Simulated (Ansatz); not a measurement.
Consider this model of amorphous Si24O46F4.

```xyz
74
Lattice="10.4057 0.0000 0.0000 0.0000 10.4057 0.0000 0.0000 0.0000 10.4057" Properties=species:S:1:pos:R:3 pbc="T T T"
Si     0.9922     9.8900     0.9730
Si     7.4488     8.9988     8.5063
Si     1.2443     5.0235     1.4505
Si     0.2109     7.5136     3.0128
Si     2.2890     3.2174     3.9405
Si     8.9127     1.2605     1.6908
Si     2.6797     8.3110     4.6593
Si     2.9986     6.6653     7.2248
Si     8.6602    10.0686     6.1602
Si     4.3845     4.3366     6.0415
Si     8.0086     7.4324     4.6366
Si     3.5855     0.7547    10.3597
Si     3.8803     0.5607     4.5729
Si     5.3538     8.6701     3.3608
Si     7.4115     4.3205     5.5427
Si     9.1942     3.7482    10.3985
Si     1.6488     7.2462     9.8564
Si     9.6971     2.0851     4.6221
Si     7.2254     2.9320     8.3322
Si     4.4457     3.4046     8.9630
Si     6.3584     9.9831     0.9332
Si     6.0510     0.3680     6.7479
Si     0.3374     5.0086     6.7476
Si     9.0900     6.3353     8.9352
O      9.7291     0.8345     5.7247
O      0.1082     6.9158     9.4337
O      2.3313     0.4811     0.9935
O      8.7424     8.4926     5.6732
O      1.7492     5.6256     7.1295
O      6.0358     3.4284     9.3536
O      8.6688     2.8256     1.2358
O      2.6000     9.9472     4.6559
O      2.9179     7.9196     6.2123
O      3.5950     2.2776     9.7742
O      0.2971     6.0427     2.3047
O      8.6789     2.8293     9.1052
O      9.3940     1.3155     3.2298
O      1.2915     7.5745     4.2414
O      7.9242     7.4338     8.6351
O      8.6602     9.8869     7.8067
O      7.4831     0.4838     1.6831
O      5.0317     0.4742     0.6302
O      6.6004     1.5279     7.7704
O      2.8380     7.2518     8.7314
O      7.2165     0.2377     5.6071
O      4.6138     0.7341     6.0538
O      7.4155     4.0288     7.1485
O      0.5969     8.8964     2.2153
O      8.5544     5.2359    10.0438
O      9.0265     7.5288     3.3687
O      8.5050     3.2318     4.8999
O      5.7921     4.1208     5.1880
O      1.4628     8.8171    10.2530
O      6.1017     9.3332     7.5853
O      3.3087     1.9164     3.8603
O      3.9389     7.8731     3.6708
O     10.0848     0.4783     0.8058
O      7.1039     9.4613    10.0067
O      2.1151     6.1217     0.5701
O      0.8092     2.7226     4.4708
O      5.8806     8.6778     1.8117
O      2.0799     4.0396     2.5045
O      5.0444    10.2549     3.6685
O      6.5202     7.9829     4.2638
O      0.3689     4.0756     0.3974
O      4.2499     3.3108     7.3334
O      7.8106     5.8768     5.1609
O      9.4831     5.6474     7.5072
O      3.0987     4.1713     5.0212
O      4.3276     5.8291     6.7435
F      3.4609    10.2266     9.0752
F      3.8590     4.7866     9.4723
F      0.3801     3.4537     7.0798
F      0.1039     5.2202     5.1938
```

Level of theory: PBE, scalar-relativistic without spin-orbit coupling (plane waves to 420 eV, PAW; Ansatz, a quantum-chemistry and plane-wave program).

Preparation: random packing, a CHGNet melt and quench, and a DFT relaxation. O and F atoms were pushed apart under 1.9 Å during the dynamics, to hinder bonds among them. It is the lowest in DFT energy of 2 quenches. It is a model cell: composition and starting density were chosen by hand, and all elements were melted together. No dispersion term was used. Its density started from a set value of 2.19 and ended at 2.19 g/cm³. The quench (nominally 88 K/ps over its main leg) was far faster than any real one, so the model tends to hold more defects than a real film. Values belong to this one cell and scatter from quench to quench. The volume was held where the preparation left it, at a PBE pressure of -2.0 GPa (tension). Stress components on the final sampling reach 3.5 GPa.

Cut-offs for bonds: Si-Si 2.60 Å, Si-O 1.90 Å, Si-F 2.02 Å, O-O 1.58 Å, O-F 1.48 Å, F-F 1.37 Å. Two cations that share two anions don't count as bonded, nor two that share one unless they lie closer than Si-Si 2.38 Å.

Problem. Give the coordination numbers, mean bond lengths and angles.

Solution. 
```yaml
Mean coordination of Si by anions: 4.00 (24 with 4)
Mean coordination of O: 2.00 (46 with 2)
Mean coordination of F: 1.00 (4 with 1)
Mean Si-O bond: 1.642 Å (spread 0.017 Å, 92 counted)
Mean Si-F bond: 1.589 Å (spread 0.003 Å, 4 counted)
Bond angle at Si: mean 109.5°, spread 5.8°
Bond angle at O: mean 142.5°, spread 14.2°
```

Problem. List the pairs of like atoms that count as bonded by the rules above.

Solution. There are none by these rules.
